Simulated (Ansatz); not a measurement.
**MnP-type NiSi (1 0 0) on silicon (0 0 1), As on 3 of 6 substrate sites at each interface (film strained to the substrate, faces as cut)**

A periodic stack without vacuum, MnP-type NiSi (1 0 0) on silicon (0 0 1), As on 3 of 6 substrate sites at each interface (film strained to the substrate, faces as cut): substrate slab Si66As6, film Ni40Si30, surface cells [[0, -1], [6, 2]] and [[0, -1], [5, -1]], film strained by -2.6 and -2.4 %, faces Si/Si and Ni/Ni as cut (like faces can put a slab off its formula).

The start was prepared with a machine-learned potential, and the result is one local minimum, with the in-plane cell held and forces under 0.04 eV/Å; the film can end far from its bulk form.

The numbers are results of PBE (plane waves to 420 eV, PAW; Ansatz, a first-principles code), not measurements. Scalar-relativistic, without spin–orbit coupling; the runs are not spin-polarised; PBE gaps are too small against experiment. Its k-point mesh 5×2×1, Fermi–Dirac width 0.05 eV.

interface area: 89.8 Å²
period: 25.81 Å
gaps between the outermost planes at the two interfaces: 0.95 and 1.04 Å
Ni–Si contacts across the interfaces within 1.22 times the sum of covalent radii: 25, mean 2.41 Å
As–Ni contacts across the interfaces within 1.22 times the sum of covalent radii: 14, mean 2.39 Å
As–Si contacts across the interfaces within 1.22 times the sum of covalent radii: 3, mean 2.64 Å
Si–Si contacts across the interfaces within 1.22 times the sum of covalent radii: 3, mean 2.56 Å
hole barrier (PBE, at the middle of a substrate layer that carries a field): 0.39 eV
electron barrier (PBE, at the middle of a substrate layer that carries a field): 0.21 eV
slope of the mean potential energy in the substrate: +1.2 MV/cm × e

```yaml
crystal:
  lattice:
    - [5.46946, 0.00009, -0.08604]
    - [5.46986, 16.41002, -0.03657]
    - [-0.88309, 2.35962, 25.83221]
  atoms:
    - { symbol: Si, position: [0.00106, 0.96479, 0.07078] }
    - { symbol: Si, position: [0.34528, 0.13732, 0.08246] }
    - { symbol: Si, position: [0.65662, 0.30366, 0.07913] }
    - { symbol: Si, position: [0.99035, 0.47217, 0.07371] }
    - { symbol: Si, position: [0.33183, 0.63123, 0.07392] }
    - { symbol: Si, position: [0.66945, 0.80958, 0.07333] }
    - { symbol: As, position: [0.07654, 0.08459, 0.03153] }
    - { symbol: As, position: [0.44732, 0.23413, 0.02345] }
    - { symbol: Si, position: [0.88083, 0.37359, 0.03072] }
    - { symbol: As, position: [0.00097, 0.59672, 0.01694] }
    - { symbol: Si, position: [0.43837, 0.73710, 0.03037] }
    - { symbol: Si, position: [0.93224, 0.86186, 0.01860] }
    - { symbol: Si, position: [0.54004, 0.95487, 0.18277] }
    - { symbol: Si, position: [0.87714, 0.11799, 0.18203] }
    - { symbol: Si, position: [0.19938, 0.29265, 0.18141] }
    - { symbol: Si, position: [0.53966, 0.45517, 0.18389] }
    - { symbol: Si, position: [0.86649, 0.62192, 0.18013] }
    - { symbol: Si, position: [0.20924, 0.78765, 0.17814] }
    - { symbol: Si, position: [0.70036, 0.03923, 0.12828] }
    - { symbol: Si, position: [0.01535, 0.21296, 0.13166] }
    - { symbol: Si, position: [0.34811, 0.38548, 0.12888] }
    - { symbol: Si, position: [0.68225, 0.54319, 0.12852] }
    - { symbol: Si, position: [0.01595, 0.71125, 0.12584] }
    - { symbol: Si, position: [0.35779, 0.88286, 0.12711] }
    - { symbol: Si, position: [0.08299, 0.93681, 0.28606] }
    - { symbol: Si, position: [0.41114, 0.10827, 0.28727] }
    - { symbol: Si, position: [0.74401, 0.27277, 0.28758] }
    - { symbol: Si, position: [0.07834, 0.44070, 0.28873] }
    - { symbol: Si, position: [0.41227, 0.60553, 0.28761] }
    - { symbol: Si, position: [0.74893, 0.77122, 0.28666] }
    - { symbol: Si, position: [0.22961, 0.03004, 0.23573] }
    - { symbol: Si, position: [0.55703, 0.19816, 0.23304] }
    - { symbol: Si, position: [0.89326, 0.36464, 0.23635] }
    - { symbol: Si, position: [0.22019, 0.53188, 0.23458] }
    - { symbol: Si, position: [0.55644, 0.69689, 0.23360] }
    - { symbol: Si, position: [0.89730, 0.86127, 0.23285] }
    - { symbol: Si, position: [0.62126, 0.92439, 0.38990] }
    - { symbol: Si, position: [0.95400, 0.08950, 0.39143] }
    - { symbol: Si, position: [0.28102, 0.26066, 0.39391] }
    - { symbol: Si, position: [0.61814, 0.42383, 0.39626] }
    - { symbol: Si, position: [0.95379, 0.58942, 0.39479] }
    - { symbol: Si, position: [0.29136, 0.75368, 0.39316] }
    - { symbol: Si, position: [0.76981, 0.01473, 0.33763] }
    - { symbol: Si, position: [0.09857, 0.18333, 0.34077] }
    - { symbol: Si, position: [0.43373, 0.34975, 0.34113] }
    - { symbol: Si, position: [0.76492, 0.51441, 0.34203] }
    - { symbol: Si, position: [0.09944, 0.67973, 0.34050] }
    - { symbol: Si, position: [0.43333, 0.84622, 0.33962] }
    - { symbol: Si, position: [0.17424, 0.90375, 0.49140] }
    - { symbol: Si, position: [0.48893, 0.07854, 0.49740] }
    - { symbol: Si, position: [0.83638, 0.23524, 0.49832] }
    - { symbol: Si, position: [0.15208, 0.41358, 0.50416] }
    - { symbol: Si, position: [0.49929, 0.57442, 0.50550] }
    - { symbol: Si, position: [0.83306, 0.73902, 0.49927] }
    - { symbol: Si, position: [0.31471, 0.00012, 0.44336] }
    - { symbol: Si, position: [0.63923, 0.16647, 0.44334] }
    - { symbol: Si, position: [0.97587, 0.33429, 0.45005] }
    - { symbol: Si, position: [0.30623, 0.50107, 0.44974] }
    - { symbol: Si, position: [0.64142, 0.66284, 0.44840] }
    - { symbol: Si, position: [0.96648, 0.83085, 0.44267] }
    - { symbol: As, position: [0.70464, 0.89185, 0.58945] }
    - { symbol: As, position: [0.08524, 0.03340, 0.60483] }
    - { symbol: Si, position: [0.31677, 0.24021, 0.60233] }
    - { symbol: As, position: [0.70789, 0.38146, 0.60486] }
    - { symbol: Si, position: [0.82765, 0.62610, 0.59618] }
    - { symbol: Si, position: [0.27334, 0.75350, 0.61434] }
    - { symbol: Si, position: [0.86247, 0.98277, 0.53999] }
    - { symbol: Si, position: [0.18288, 0.14518, 0.55580] }
    - { symbol: Si, position: [0.51350, 0.31093, 0.54767] }
    - { symbol: Si, position: [0.84962, 0.48748, 0.56318] }
    - { symbol: Si, position: [0.18536, 0.65655, 0.55715] }
    - { symbol: Si, position: [0.49542, 0.80685, 0.54974] }
    - { symbol: Ni, position: [0.20495, 0.12539, 0.76827] }
    - { symbol: Ni, position: [0.00625, 0.32077, 0.76681] }
    - { symbol: Ni, position: [0.80745, 0.52409, 0.75498] }
    - { symbol: Ni, position: [0.61263, 0.71585, 0.75188] }
    - { symbol: Ni, position: [0.41591, 0.92045, 0.75649] }
    - { symbol: Ni, position: [0.29441, 0.14384, 0.66578] }
    - { symbol: Ni, position: [0.09582, 0.32542, 0.66107] }
    - { symbol: Ni, position: [0.92528, 0.51421, 0.65229] }
    - { symbol: Ni, position: [0.68925, 0.73325, 0.65119] }
    - { symbol: Ni, position: [0.48259, 0.94914, 0.65779] }
    - { symbol: Ni, position: [0.77946, 0.05797, 0.66875] }
    - { symbol: Ni, position: [0.57193, 0.23597, 0.67454] }
    - { symbol: Ni, position: [0.39620, 0.42179, 0.66548] }
    - { symbol: Ni, position: [0.16939, 0.63647, 0.65151] }
    - { symbol: Ni, position: [0.96352, 0.83624, 0.66210] }
    - { symbol: Ni, position: [0.94303, 0.02255, 0.76882] }
    - { symbol: Ni, position: [0.73338, 0.22344, 0.77354] }
    - { symbol: Ni, position: [0.53610, 0.42355, 0.76737] }
    - { symbol: Ni, position: [0.34558, 0.61792, 0.75318] }
    - { symbol: Ni, position: [0.13837, 0.82044, 0.75783] }
    - { symbol: Si, position: [0.58898, 0.13004, 0.73311] }
    - { symbol: Si, position: [0.37928, 0.32841, 0.73000] }
    - { symbol: Si, position: [0.19902, 0.52221, 0.71720] }
    - { symbol: Si, position: [0.99389, 0.72315, 0.71745] }
    - { symbol: Si, position: [0.79922, 0.93727, 0.72009] }
    - { symbol: Si, position: [0.18879, 0.03865, 0.70321] }
    - { symbol: Si, position: [0.96838, 0.22867, 0.70366] }
    - { symbol: Si, position: [0.78612, 0.42299, 0.69931] }
    - { symbol: Si, position: [0.59264, 0.62045, 0.68221] }
    - { symbol: Si, position: [0.38140, 0.83503, 0.68901] }
    - { symbol: Ni, position: [0.26730, 0.08234, 0.95606] }
    - { symbol: Ni, position: [0.08775, 0.30918, 0.96474] }
    - { symbol: Ni, position: [0.89260, 0.49039, 0.97408] }
    - { symbol: Ni, position: [0.67224, 0.69730, 0.96090] }
    - { symbol: Ni, position: [0.53417, 0.86217, 0.97323] }
    - { symbol: Ni, position: [0.38224, 0.10041, 0.86630] }
    - { symbol: Ni, position: [0.17333, 0.31135, 0.86680] }
    - { symbol: Ni, position: [0.96455, 0.51989, 0.86313] }
    - { symbol: Ni, position: [0.77743, 0.69611, 0.85941] }
    - { symbol: Ni, position: [0.58385, 0.90095, 0.85462] }
    - { symbol: Ni, position: [0.85847, 0.99952, 0.86835] }
    - { symbol: Ni, position: [0.65586, 0.20389, 0.87323] }
    - { symbol: Ni, position: [0.43750, 0.41895, 0.86660] }
    - { symbol: Ni, position: [0.24373, 0.60857, 0.86552] }
    - { symbol: Ni, position: [0.05266, 0.79920, 0.86013] }
    - { symbol: Ni, position: [0.03029, 0.97165, 0.97241] }
    - { symbol: Ni, position: [0.80329, 0.18601, 0.97014] }
    - { symbol: Ni, position: [0.60152, 0.40317, 0.96179] }
    - { symbol: Ni, position: [0.39062, 0.60146, 0.97681] }
    - { symbol: Ni, position: [0.20070, 0.79325, 0.95877] }
    - { symbol: Si, position: [0.67129, 0.08484, 0.93715] }
    - { symbol: Si, position: [0.48749, 0.30274, 0.93026] }
    - { symbol: Si, position: [0.25193, 0.50697, 0.93584] }
    - { symbol: Si, position: [0.05488, 0.69758, 0.92856] }
    - { symbol: Si, position: [0.84065, 0.89285, 0.92571] }
    - { symbol: Si, position: [0.96884, 0.10942, 0.83600] }
    - { symbol: Si, position: [0.75505, 0.31580, 0.83456] }
    - { symbol: Si, position: [0.56722, 0.52060, 0.82503] }
    - { symbol: Si, position: [0.37017, 0.70668, 0.82002] }
    - { symbol: Si, position: [0.17067, 0.90749, 0.82496] }
    - { symbol: Si, position: [0.29366, 0.97773, 0.90745] }
    - { symbol: Si, position: [0.07064, 0.20449, 0.90848] }
    - { symbol: Si, position: [0.85900, 0.41283, 0.90056] }
    - { symbol: Si, position: [0.63945, 0.59819, 0.90750] }
    - { symbol: Si, position: [0.46702, 0.79763, 0.89543] }
    - { symbol: Si, position: [0.55643, 0.01512, 0.79953] }
    - { symbol: Si, position: [0.35392, 0.21665, 0.80745] }
    - { symbol: Si, position: [0.14229, 0.42226, 0.80085] }
    - { symbol: Si, position: [0.97155, 0.61558, 0.79207] }
    - { symbol: Si, position: [0.75807, 0.80837, 0.79222] }
```
